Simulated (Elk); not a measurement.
Input and output of a self-consistent single point for LaS (Fm-3m, 2 atoms in the cell) (Elk).

Method: PBEsol, all-electron FP-LAPW, Elk's shipped species files, APW+lo basis with extra local orbitals (Elk 10.2.4).

```
CELL_PARAMETERS angstrom
      0.00000     2.95043     2.95043
      2.95043     0.00000     2.95043
      2.95043     2.95043     0.00000
ATOMIC_POSITIONS crystal
  La 0.00000 0.00000 0.00000
  S  0.50000 0.50000 0.50000
```

Reference input (self-consistent single point, DFT, PBEsol, all-electron FP-LAPW, Elk's shipped species files, APW+lo basis with extra local orbitals): xctype = 22; rgkmax = 7.5; swidth = 0.00367493 Ha; ngridk = 5 5 5; tforce = true; gmaxvr = 18 1/bohr; lmaxapw = 10; lmaxo = 8; nxlo = 2; lorbcnd = true; lradstp = 2; nrmtscf = 2. This run's input differs from it in these lines:

```diff
@@ -37,3 +37,3 @@
 swidth
-  0.00367493
+  0.000734986
 
@@ -63,3 +63,3 @@
 ngridk
-  5 5 5
+  19 19 19
```

Output (repeated stretches shortened):

```
│ Self-consistent loop started │
│ Loop number : 1 │
 total energy                :     -8904.11807393
│ Loop number : 2 │
 total energy                :     -8904.05062601
RMS change in Kohn-Sham potential (target) :   0.2133639704     (  0.1000000000E-05)
Absolute change in total energy (target)   :   0.6744792629E-01 (  0.1000000000E-03)
│ Loop number : 3 │
 total energy                :     -8902.65895323
RMS change in Kohn-Sham potential (target) :   0.1896727819     (  0.1000000000E-05)
Absolute change in total energy (target)   :    1.408534756     (  0.1000000000E-03)
│ Loop number : 4 │
   [... lines left out ...]
Absolute change in total energy (target)   :   0.7104075903E-03 (  0.1000000000E-03)
│ Loop number : 13 │
 total energy                :     -8893.14316193
RMS change in Kohn-Sham potential (target) :   0.1852834740E-06 (  0.1000000000E-05)
Absolute change in total energy (target)   :   0.1956000506E-03 (  0.1000000000E-03)
│ Loop number : 14 │
 total energy                :     -8893.14316040
RMS change in Kohn-Sham potential (target) :   0.3976835772E-07 (  0.1000000000E-05)
Absolute change in total energy (target)   :   0.5042675548E-04 (  0.1000000000E-03)
Convergence targets achieved

│ Loop number : 15 │

Energies :
 Fermi                       :     0.341286192489
 total energy                :     -8893.14315812

Density of states at Fermi energy :    32.02323369
 (states/Hartree/unit cell)

Estimated indirect band gap :   0.2379944930E-03
 from k-point     14 to k-point    174
Estimated direct band gap   :   0.1477958450E-01
 at k-point     12

Charges :
 core                        :    56.00000000
 valence                     :    17.00000000
 interstitial                :    3.835838920
 muffin-tins (core leakage)
  species :    1 (La)
   atom    1                 :    54.60379946     (  0.2267653620E-03)
  species :    2 (S)
   atom    1                 :    14.56036162     (  0.7137062649E-04)
 total in muffin-tins        :    69.16416108
   [... lines left out ...]
   total force               :     0.00000000    0.00000000   -0.00000000
   total magnitude           :     0.00000000
 species :    2 (S)
  atom :    1
   Hellmann-Feynman          :     0.00000000   -0.00000000    0.00000000
   IBS                       :    -0.00000000    0.00000000   -0.00000000
   total force               :    -0.00000000   -0.00000000    0.00000000
   total magnitude           :     0.00000000
```

The run converged in 15 iterations. The count includes the last loop, which Elk runs after its targets are met. Against the reference run the free energy rises by 17.2 meV/atom.

The starting cell comes from a database of computed structures (which also holds hypothetical and non-ambient phases and stackings), without a prior relaxation at this level. Its lattice was rescaled by up to half a per cent. Values depend on the basis (sphere radii, cutoffs, local orbitals), which need not be converged. The log's line on a gap gives a spacing of levels on this mesh, which the program prints for metals too.

Cost on one core of a shared machine: roughly 3 min.
